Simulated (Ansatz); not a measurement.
A constructed model of the (111) surface of germanium, full Bi adlayer on top sites (bottom of the slab: 1 H on 1 bottom site)

Level of theory: PBE (plane waves to 420 eV, PAW; Ansatz, a program for electronic structure).

Slab: 10 atoms, 15.2 Å thick at the start with caps and adatoms; k 8x8x1, smearing 0.025 eV, dipole-corrected; 2 atoms held, the rest relaxed; symmetry of the start imposed; no spin (in PBE a spin-polarised start ends no clearly lower), no spin-orbit, no U. The slab shows no gap on its mesh. It is one candidate, not shown to be the stable structure of the face.

| Item | Value |
|---|---|
| work function of the top face | 4.10 eV |
| energy released by relaxation | 0.012 eV |
| cost | around 100 core-seconds (rough) |
